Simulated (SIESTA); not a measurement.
Input and output of a self-consistent single point for ZrSe (P-6m2, 2 atoms in the cell) (SIESTA).

Method: GGA PBEsol with spin-orbit coupling, numerical atomic orbitals DZP, PseudoDojo PBEsol fully relativistic norm-conserving potentials (rewritten from UPF to PSML) run with SIESTA.

```
CELL_PARAMETERS angstrom
      3.60943     0.00000     0.00000
     -1.80472     3.12586     0.00000
      0.00000     0.00000     3.66107
ATOMIC_POSITIONS crystal
  Zr 0.00000 0.00000 0.00000
  Se 0.33333 0.66667 0.50000
```

Reference input (self-consistent single point, DFT, GGA PBEsol, numerical atomic orbitals DZP, PseudoDojo PBEsol standard norm-conserving potentials (rewritten from UPF to PSML)): XC.functional = GGA; XC.authors = PBEsol; potentials = PseudoDojo PBEsol standard; PAO.BasisSize = DZP; PAO.EnergyShift = 0.005 Ry; MeshCutoff = 400 Ry; kgrid.MonkhorstPack = 7 7 6; OccupationFunction = FD; ElectronicTemperature = 0.136 eV; MaxSCFIterations = 150; SCF.Mixer.Method = Broyden; SCF.Mixer.Weight = 0.2. This run's input differs from it in these lines:

```diff
@@ -1,2 +1,2 @@
-# files in the folder: Zr.psml Se.psml (PseudoDojo PBEsol standard)
+# files in the folder: Zr.psml Se.psml (PseudoDojo PBEsol fully relativistic)
 SystemName  ZrSe
@@ -34,2 +34,7 @@
 ElectronicTemperature        0.136 eV
+Spin                         spin-orbit
+%block DM.InitSpin
+  1 0.00 0.00 0.00
+  2 0.00 0.00 0.00
+%endblock DM.InitSpin
```

Log, with long lists cut:

```
        iscf     Eharris(eV)        E_KS(eV)     FreeEng(eV)     dDmax    Ef(eV) dHmax(eV)
   scf:    1    -4666.119415    -4672.983779    -4673.003755  0.744829 -3.939880  2.477519
     spin moment: {S} , |S| = {    0.00000    0.00000   -0.00000 }     0.00000
   scf:    2    -4673.190962    -4673.093890    -4673.115847  0.036109 -4.080298  1.501279
     spin moment: {S} , |S| = {   -0.00000   -0.00000    0.00000 }     0.00000
   scf:    3    -4673.202892    -4673.161110    -4673.187442  0.052562 -4.281589  0.573638
     spin moment: {S} , |S| = {   -0.00000   -0.00000    0.00000 }     0.00000
   [... lines left out ...]
     spin moment: {S} , |S| = {   -0.00000    0.00000   -0.00000 }     0.00000
   scf:   11    -4673.165059    -4673.165060    -4673.192630  0.000015 -4.290267  0.000237
     spin moment: {S} , |S| = {    0.00000   -0.00000    0.00000 }     0.00000
   scf:   12    -4673.165059    -4673.165059    -4673.192630  0.000011 -4.290233  0.000167
     spin moment: {S} , |S| = {   -0.00000    0.00000   -0.00000 }     0.00000
   scf:   13    -4673.165058    -4673.165059    -4673.192630  0.000007 -4.290210  0.000109
     spin moment: {S} , |S| = {    0.00000    0.00000   -0.00000 }     0.00000
SCF Convergence by DM+H criterion
max |DM_out - DM_in|         :     0.0000071258
max |H_out - H_in|      (eV) :     0.0001091165
SCF cycle converged after 13 iterations

Using DM_out to compute the final energy and forces

siesta: E_KS(eV) =            -4673.1651

siesta: E_KS - E_eggbox =     -4673.1651

siesta: Atomic forces (eV/Ang):
     1    0.000032   -0.000019   -0.000000
     2   -0.000029    0.000017    0.000000
   Tot    0.000003   -0.000002    0.000000
   Max    0.000032
   Res    0.000020    sqrt( Sum f_i^2 / 3N )
   Max    0.000032    constrained

Stress tensor Voigt[x,y,z,yz,xz,xy] (kbar):       42.52       42.85       29.85        0.00       -0.00        0.29
(Free)E + p*V (eV/cell)    -4674.1828
Target enthalpy (eV/cell)    -4673.1926

siesta: Program's energy decomposition (eV):
siesta: Enl(+so)=     -1287.565499
   [... lines left out ...]
siesta: FreeEng =     -4673.192630
siesta: Cell volume =         41.306242 Ang**3
siesta:         -38.40464328        -38.40511996  kBar
   [... lines left out ...]

Total              28.00000   0.00000      0.000   0.000   0.000

Mulliken Atomic Populations:
Atom #   charge [q] valence [e]           S      Sx [e]      Sy [e]      Sz [e]  Species
     1     0.222562   11.777438    0.000000    0.000000    0.000000   -0.000000  Zr
     2    -0.222562   16.222562    0.000000   -0.000000    0.000000    0.000000  Se
 Total    -0.000000                0.000000    0.000000    0.000000   -0.000000
```

The run converged in 13 iterations. Against the reference run the pressure hardly changes (-3.81 to -3.84 GPa).

The starting cell comes from a database of computed structures (which also holds hypothetical and non-ambient phases and stackings), without a prior relaxation at this level. Its lattice was rescaled by a random factor within 2.5 % of one. Values carry the incompleteness of an atom-centred basis. With a pressure of about -4 GPa the cell is away from its equilibrium volume at this level.

Cost on one core of a shared machine: roughly 50 s.
